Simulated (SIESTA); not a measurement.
Input and output of a self-consistent single point for CdS (F-43m, 2 atoms in the cell) (SIESTA).

Computed with LDA PW92, numerical atomic orbitals DZP, PseudoDojo LDA standard norm-conserving potentials (rewritten from UPF to PSML) (SIESTA).

```
CdS
1.0
    0.00000     2.94295     2.94295
    2.94295     0.00000     2.94295
    2.94295     2.94295     0.00000
Cd S
1 1
Direct
  0.00000   0.00000   0.00000
  0.25000   0.25000   0.25000
```

Reference input (self-consistent single point, DFT, GGA PBE, numerical atomic orbitals DZP, PseudoDojo PBE standard norm-conserving potentials (rewritten from UPF to PSML)): XC.functional = GGA; XC.authors = PBE; potentials = PseudoDojo PBE standard; PAO.BasisSize = DZP; PAO.EnergyShift = 0.005 Ry; MeshCutoff = 350 Ry; kgrid.MonkhorstPack = 5 5 5; OccupationFunction = FD; ElectronicTemperature = 10 K; MaxSCFIterations = 150; SCF.Mixer.Method = Broyden; SCF.Mixer.Weight = 0.1. This run's input differs from it in these lines:

```diff
@@ -1,2 +1,2 @@
-# files in the folder: Cd.psml S.psml (PseudoDojo PBE standard)
+# files in the folder: Cd.psml S.psml (PseudoDojo LDA standard)
 SystemName  CdS
@@ -22,4 +22,4 @@
 
-XC.functional                GGA
-XC.authors                   PBE
+XC.functional                LDA
+XC.authors                   PW92
 PAO.BasisSize                DZP
```

Log, with long lists cut:

```
        iscf     Eharris(eV)        E_KS(eV)     FreeEng(eV)     dDmax    Ef(eV) dHmax(eV)
   scf:    1    -5062.558097    -5068.686085    -5068.686085  1.554124 -4.415767  9.891468
   scf:    2    -5070.582181    -5069.680568    -5069.680568  0.101342 -4.262158  7.378169
   scf:    3    -5071.309736    -5070.834493    -5070.834493  0.278800 -4.431882  0.474319
   scf:    4    -5070.836149    -5070.835523    -5070.835523  0.008402 -4.486924  0.396953
   scf:    5    -5070.836442    -5070.838380    -5070.838380  0.045886 -4.712985  0.402325
   scf:    6    -5070.837052    -5070.837727    -5070.837727  0.003491 -4.731814  0.459169
   scf:    7    -5070.840755    -5070.839304    -5070.839304  0.006000 -4.702799  0.338400
   scf:    8    -5070.842088    -5070.841154    -5070.841154  0.015716 -4.619919  0.006277
   scf:    9    -5070.841158    -5070.841156    -5070.841156  0.000589 -4.619573  0.000703
   scf:   10    -5070.841156    -5070.841156    -5070.841156  0.000050 -4.619729  0.000643
SCF Convergence by DM+H criterion
max |DM_out - DM_in|         :     0.0000503437
max |H_out - H_in|      (eV) :     0.0006431676
SCF cycle converged after 10 iterations

Using DM_out to compute the final energy and forces

siesta: E_KS(eV) =            -5070.8412

siesta: E_KS - E_eggbox =     -5070.8412

siesta: Atomic forces (eV/Ang):
     1   -0.000000   -0.000000   -0.000000
     2    0.000000    0.000000    0.000000
   Tot   -0.000000   -0.000000   -0.000000
   Max    0.000000
   Res    0.000000    sqrt( Sum f_i^2 / 3N )
   Max    0.000000    constrained

Stress tensor Voigt[x,y,z,yz,xz,xy] (kbar):       44.83       44.83       44.83       -0.00       -0.00       -0.00
(Free)E + p*V (eV/cell)    -5072.2676
Target enthalpy (eV/cell)    -5070.8412

siesta: Program's energy decomposition (eV):
siesta: FreeEng =     -5070.841156

   [... lines left out ...]
siesta:     0.027981   -0.000000   -0.000000
siesta:    -0.000000    0.027981   -0.000000
siesta:    -0.000000   -0.000000    0.027981

siesta: Cell volume =         50.977773 Ang**3

siesta: Pressure (static):
siesta:                Solid            Molecule  Units
siesta:          -0.00030475         -0.00030475  Ry/Bohr**3
siesta:          -0.02798103         -0.02798103  eV/Ang**3
siesta:         -44.83055639        -44.83055639  kBar
```

The run converged in 10 iterations. Against the reference run the pressure goes from 0.82 to -4.48 GPa and the gap on the mesh goes from 1.322 to 1.063 eV.

The starting cell comes from a database of computed structures (which also holds hypothetical and non-ambient phases and stackings), without a prior relaxation at this level. Values carry the incompleteness of an atom-centred basis. With a pressure of about -4 GPa the cell is away from its equilibrium volume at this level.
